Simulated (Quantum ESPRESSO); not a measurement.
A self-consistent single point of Mn₃Co (P6_3/mmc, 8 atoms in the cell) with Quantum ESPRESSO.

Level of theory: PBEsol, GBRV 1.5 ultrasoft (PBESOL) pseudopotentials (plane waves; Quantum ESPRESSO 7.5).

The change in words: lattice scaled by 0.98. Reference geometry:
```
CELL_PARAMETERS angstrom
      4.97427     0.00000     0.00000
     -2.48713     4.30784     0.00000
      0.00000     0.00000     3.95331
ATOMIC_POSITIONS crystal
  Mn 0.32479 0.16240 0.75000
  Mn 0.67521 0.83761 0.25000
  Mn 0.16240 0.32479 0.25000
  Mn 0.83761 0.67521 0.75000
  Mn 0.83761 0.16240 0.75000
  Mn 0.16240 0.83761 0.25000
  Co 0.66667 0.33333 0.25000
  Co 0.33333 0.66667 0.75000
```

Reference input (self-consistent single point, DFT, PBEsol, plane waves, GBRV 1.5 ultrasoft (PBESOL) pseudopotentials): ecutwfc = 50 Ry; ecutrho = 400 Ry; occupations = smearing; smearing = gaussian; degauss = 0.0036749 Ry; potentials = {Mn: mn_pbesol_v1.5.uspp.F.UPF, Co: co_pbesol_v1.2.uspp.F.UPF}; K_POINTS = automatic 5 5 6 0 0 0; conv_thr = 1e-10 Ry. This run's input differs from it in these lines:

```diff
@@ -26,5 +26,5 @@
 CELL_PARAMETERS angstrom
-   4.974269893     0.000000000     0.000000000
-  -2.487134946     4.307844093     0.000000000
-   0.000000000     0.000000000     3.953310000
+   4.874784626     0.000000000     0.000000000
+  -2.437392313     4.221687324     0.000000000
+   0.000000000     0.000000000     3.874244000
 ATOMIC_POSITIONS crystal
```

Log, with long lists cut:

```
     Self-consistent Calculation

     iteration #  1     ecut=    50.00 Ry     beta= 0.70

---- Real-time Memory Report at c_bands before calling an iterative solver
           284 MiB given to the printing process from OS
           128 MiB allocation reported by mallinfo(arena+hblkhd)
------------------

     total energy              =   -1846.97219539 Ry
     estimated scf accuracy    <      25.46639465 Ry

     iteration #  2     ecut=    50.00 Ry     beta= 0.70

---- Real-time Memory Report at c_bands before calling an iterative solver
           373 MiB given to the printing process from OS
   [... lines left out ...]

---- Real-time Memory Report at c_bands before calling an iterative solver
           381 MiB given to the printing process from OS
           159 MiB allocation reported by mallinfo(arena+hblkhd)
------------------

     total energy              =   -1863.06230655 Ry
     estimated scf accuracy    <          6.5E-10 Ry

     iteration # 28     ecut=    50.00 Ry     beta= 0.70

---- Real-time Memory Report at c_bands before calling an iterative solver
           381 MiB given to the printing process from OS
           159 MiB allocation reported by mallinfo(arena+hblkhd)
------------------
     End of self-consistent calculation

   [... 7 lines left out ...]

   [... 7 lines left out ...]

   [... 7 lines left out ...]

   [... 7 lines left out ...]

     the Fermi energy is    21.3002 ev

!    total energy              =   -1863.06230655 Ry
     estimated scf accuracy    <          9.3E-13 Ry
     smearing contrib. (-TS)   =      -0.00124761 Ry
     internal energy E=F+TS    =   -1863.06105894 Ry

     convergence has been achieved in  28 iterations

     Forces acting on atoms (cartesian axes, Ry/au):

     atom    1 type  1   force =     0.00072442    0.00041825    0.00000000
     atom    2 type  1   force =    -0.00072442   -0.00041825   -0.00000000
     atom    3 type  1   force =     0.00000000    0.00083649    0.00000000
     atom    4 type  1   force =     0.00000000   -0.00083649    0.00000000
   [... lines left out ...]

     Total force =     0.002049     Total SCF correction =     0.000009

          total   stress  (Ry/bohr**3)                   (kbar)     P=       54.02
   0.00036617  -0.00000000  -0.00000000           53.87       -0.00       -0.00
  -0.00000000   0.00036617   0.00000000           -0.00       53.87        0.00
  -0.00000000   0.00000000   0.00036931           -0.00        0.00       54.33

   JOB DONE.
```

The run converged in 28 iterations. Against the reference run the free energy goes down by 14.0 meV/atom, the pressure goes from -12.46 to 5.40 GPa and the largest force goes from 0.130 to 0.022 eV/Å.

The starting cell comes from a database of computed structures (which also holds hypothetical and non-ambient phases and stackings), without a prior relaxation at this level. For this run, on top of that: lattice scaled by 0.98. Spin polarisation is off. With a pressure of about 5 GPa the cell is away from its equilibrium volume at this level.

Cost on one core of a shared machine: roughly 6 min.
